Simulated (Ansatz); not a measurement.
Band structure of Mg6ZrGa (Amm2, 8 atoms in the cell).

```
CELL_PARAMETERS angstrom
      4.88647     0.00000     0.00000
      0.00000     3.20073     5.50489
      0.00000    -3.20073     5.50489
ATOMIC_POSITIONS crystal
  Mg 0.00000 0.33406 0.82864
  Mg 0.00000 0.82864 0.33406
  Mg 0.00000 0.33391 0.33391
  Mg 0.50000 0.16614 0.66662
  Mg 0.50000 0.66662 0.16614
  Mg 0.50000 0.16754 0.16754
  Zr 0.00000 0.82403 0.82403
  Ga 0.50000 0.67908 0.67908
```

Method of the run: PBEsol, default PAW files made with PBE (plane waves; Ansatz, a program for electronic structure).

Settings: basis.ecutwfc = 420 eV; kpoints.mp_grid.grid = 4 3 3; kpoints.mp_grid.shift = 0.5 0.5 0.5; hamiltonian.xc = pbesol; hamiltonian.pseudopotentials = {kind: paw} (the program's default PAW files); scf.occupations.method = fermi_dirac; scf.occupations.width = 0.136 eV; kpoints.band_path.npoints = 16.

The starting cell comes from a database of computed structures (which also holds hypothetical and non-ambient phases and stackings), without a prior relaxation at this level.

Levels in eV from the Fermi level, bands 39 to 46:
```json
[
 {"point": "Γ", "39": "-2.03", "40": "-1.88", "41": "-1.42", "42": "-0.57", "43": "-0.27", "44": "0.14", "45": "1.32", "46": "1.42"},
 {"point": "X", "39": "-1.29", "40": "-1.24", "41": "-0.63", "42": "0.17", "43": "0.62", "44": "0.66", "45": "0.95", "46": "1.28"},
 {"point": "S", "39": "-1.25", "40": "-0.75", "41": "-0.53", "42": "0.22", "43": "0.35", "44": "0.40", "45": "0.93", "46": "1.53"},
 {"point": "R", "39": "-2.20", "40": "-1.83", "41": "-1.55", "42": "-0.15", "43": "0.55", "44": "0.60", "45": "0.65", "46": "1.68"},
 {"point": "A", "39": "-3.27", "40": "-0.61", "41": "-0.53", "42": "-0.35", "43": "-0.06", "44": "-0.02", "45": "0.63", "46": "2.21"},
 {"point": "Z", "39": "-1.48", "40": "-1.37", "41": "-1.19", "42": "-1.03", "43": "-0.99", "44": "-0.46", "45": "-0.34", "46": "-0.17"},
 {"point": "Y", "39": "-1.32", "40": "-0.69", "41": "-0.16", "42": "-0.03", "43": "0.23", "44": "0.71", "45": "1.38", "46": "1.59"},
 {"point": "X1", "39": "-1.29", "40": "-1.24", "41": "-0.63", "42": "0.17", "43": "0.62", "44": "0.66", "45": "0.95", "46": "1.28"},
 {"point": "A1", "39": "-3.27", "40": "-0.61", "41": "-0.53", "42": "-0.35", "43": "-0.06", "44": "-0.02", "45": "0.63", "46": "2.21"},
 {"point": "T", "39": "-2.54", "40": "-2.10", "41": "-1.37", "42": "-0.13", "43": "0.28", "44": "0.68", "45": "0.97", "46": "1.58"}
]
```

Bands cross the Fermi level along this path, so the cell is metallic at this level.

Keys are those of Ansatz 0.2.
